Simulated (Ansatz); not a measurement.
Cubic perovskite SrHfO₃ (cubic high-temperature phase) was calculated with PBE0 (Ansatz, a quantum-chemistry and plane-wave program, plane waves, PAW).

Input:

Ansatz 0.2 input:
```yaml
crystal:
  lattice:
    - [4.1060599617, 0.0, 0.0]
    - [0.0, 4.1060599617, 0.0]
    - [0.0, 0.0, 4.1060599617]
  atoms:
    - { symbol: Sr, position: [0.5, 0.5, 0.5] }
    - { symbol: Hf, position: [0.0, 0.0, 0.0] }
    - { symbol: O, position: [0.0, 0.5, 0.0] }
    - { symbol: O, position: [0.5, 0.0, 0.0] }
    - { symbol: O, position: [0.0, 0.0, 0.5] }
kpoints:
  mp_grid: { grid: [6, 6, 6] }
hamiltonian:
  xc: pbe0
  pseudopotentials: { kind: paw }
  dispersion: none
scf:
  occupations: { method: gaussian, width: 0.02 }
output:
  forces: true
  stress: true
  eigenvalues: true
basis:
  ecutwfc: 500
  ecutrho_ratio: 4
  xc_grid: 2
magnetization:
  spin_polarized: false
```

Output (set-up and result lines):

```
WARN output.stress: scf.convergence.dr2_threshold = 1e-7 eV (the SCF's general default) is looser than the 5e-10 eV advised for a printed stress (1e-10 eV for …
WARN output.stress: scf.exx.energy_threshold = 1e-6 eV is looser than the 5e-8 eV advised for a stress under a hybrid functional (1e-8 eV for each atom of the …
Crystal: 5 atoms, lattice volume = 69.227 Å³
Basis set: ecut = 500 eV, 1791 PW (Γ), exchange–correlation on 60×60×60 points (8 copies of the dense FFT grid, shifted against one another)
Bands: 33, of which v1, the nominal top of the filled ones, is band 27 counted from 1 (26 counted from 0)
Symmetry: 48 space group operations
Space group: Pm-3m (ITA 221), of the structure as read, at distance tolerance 4.1e-5 Å
k-points: 20 of 216
Functional: x = pbe(κ = 0.804, μ = 0.2195149727645171), c = pbe(β = 0.06672455060314922), warm-up for x = 0.75 pbe(κ = 0.804, μ = 0.2195149727645171) + 0.25 exact, c = pbe(β = 0.06672455060314922)
SCF iter   1: F=—  HF=-20976.928900 eV  |F-HF|=—  |Δ(HF+E_count)|=         —  Δρ=1.92e-3  dr2=1.83e-3
SCF iter   2: F=-20976.929648 eV  HF=-20976.930122 eV  |F-HF|=4.75e-4  |Δ(HF+E_count)|=   1.22e-3  Δρ=1.13e-3  dr2=5.07e-4
Crystal: 5 atoms, lattice volume = 69.227 Å³
Initial density: handed on by an earlier stage of this run
Functional: x = 0.75 pbe(κ = 0.804, μ = 0.2195149727645171) + 0.25 exact, c = pbe(β = 0.06672455060314922)
  ...
Crystal: 5 atoms, lattice volume = 69.227 Å³
SCF 3 converged in 5 iterations: F = -20977.283900 eV  dr2 = 7.06e-10
Crystal: 5 atoms, lattice volume = 69.227 Å³
SCF iter   1: F=—  HF=-20977.283900 eV  |F-HF|=—  |Δ(HF+E_count)|=         —  Δρ=4.13e-6  dr2=2.54e-9
SCF iter   2: F=-20977.283900 eV  HF=-20977.283900 eV  |F-HF|=1.60e-10  |Δ(HF+E_count)|=  4.37e-11  Δρ=1.15e-6  dr2=6.38e-10
SCF 4 converged in 2 iterations: F = -20977.283900 eV  dr2 = 6.38e-10
Free energy (F): -20977.283900 eV
Internal energy: -20977.283900 eV  (E = F + TS)
E sigma→0 (E₀):  -20977.283900 eV
Fermi energy:    12.699275 eV
--- Stress (GPa, compression-positive) ---
        1.702191      -0.000000       0.000000
       -0.000000       1.702191       0.000000
        0.000000       0.000000       1.702191
  P = ⅓ Tr σ = 1.7022 GPa (17.022 kbar)
```

The PAW data were made under PBE.

Note: held by symmetry at 0 K, a high-temperature phase can be a saddle point. Note: cell and atoms aren't relaxed at this level (pressure 1.7 GPa).
